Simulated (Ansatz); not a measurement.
# A computed series for hypothetical zinc blende BiB: alloy series

Take BiB in the zinc blende structure (space group F-43m, No. 216; a = 5.4567 Å; a hypothetical phase, not in the database extracts checked) as the base.

The other end (x = 1) is BP in the zinc blende structure (space group F-43m, No. 216): 11.54 Å³/atom, gap 1.11 eV.

P replaces a fraction x of Bi; each row is one arrangement (x, atoms in the cell, starting space group or random), fully relaxed.

The values are results of PBEsol, PAW, 420 eV (Ansatz, a program for electronic structure; no SOC), earlier PAW set, not measurements.

Notes on the quantities. mixing energy: to 0.01 eV only: unlike meshes or grids; deviation of the volume from the linear: Vegard-type) interpolation.

```tsv
variant	mixing energy	shortest interatomic distance	density	deviation of the volume from the linear
base	–	4.465 bohr	8.99 g/cm³	–
x(P) = 0.25, 8 atoms, Pmm2	+0.10 eV/atom	3.709 bohr	8.22 g/cm³	-2.2 %
x(P) = 0.333, 6 atoms, I-4m2	+0.18 eV/atom	3.908 bohr	7.88 g/cm³	-2.8 %
x(P) = 0.667, 6 atoms, I-4m2	+0.17 eV/atom	3.752 bohr	5.99 g/cm³	-3.1 %
x(P) = 0.667, 6 atoms, P3m1	+0.22 eV/atom	3.590 bohr	5.91 g/cm³	-1.9 %
```

These are small ordered cells, not random alloys; other orderings at the same x differ. With Bi present, leaving out spin-orbit coupling can change the band edges. Whether these cells are dynamically stable was not tested. The final runs are not spin-polarised. The zero or small gap of Bi3B4P, Bi2B3P and BiB3P2 can change with the level of theory.
